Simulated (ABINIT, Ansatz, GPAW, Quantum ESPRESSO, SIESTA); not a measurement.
**One structure in several programs: a sheet of TiTe2 (3 atoms in the cell)**

Self-consistent single point.

```yaml
crystal:
  lattice:
    - [3.87702, 0.00000, 0.00000]
    - [-1.93851, 3.35759, 0.00000]
    - [0.00000, 0.00000, 17.17063]
  atoms:
    - { symbol: Ti, position: [0.00000, 0.00000, 0.50000] }
    - { symbol: Te, position: [0.33333, 0.66667, 0.59233] }
    - { symbol: Te, position: [0.66667, 0.33333, 0.40767] }
```

Shared settings, as Ansatz (a first-principles code) writes them: kpoints.mp_grid.grid = 7 7 1; scf.occupations.method = gaussian; scf.occupations.width = 0.1 eV. Potentials and cutoffs stand in the table.

```csv
code,model,largest force (eV/Å),cutoff
Ansatz,"PBE, default PAW files",0.849,420 eV
SIESTA,"GGA PBE, numerical atomic orbitals DZP, PseudoDojo PBE standard norm-conserving potentials (rewritten from UPF to PSML)",0.890,grid 300 Ry
Quantum ESPRESSO,"PBE, PseudoDojo standard norm-conserving (PBE) pseudopotentials",0.842,85 Ry
ABINIT,"PBE, PAW (JTH v2.0 PBE PAW)",0.875,60 Ry
GPAW,"PBE, GPAW PAW datasets PBE (gpaw-data 1.0.1)",0.839,850 eV
```

On Ansatz's run: spin-orbit coupling is off. Spin polarisation is off, so a magnetic state, if there is one, cannot be reached.

The spread over the programs that give each value: largest force within 0.051 eV/Å.

SIESTA uses small atom-centred bases, whose incompleteness enters pressures, forces and empty levels differently from a plane-wave cutoff.

The starting cell was generated: these elements placed on a structure prototype, without a prior relaxation; it need not be a known phase or ordering of this composition. Its lattice was rescaled in the plane by a random factor within 2.5 % of one.

Left out of this page: CP2K (on another mesh).

Keys are those of Ansatz 0.2.
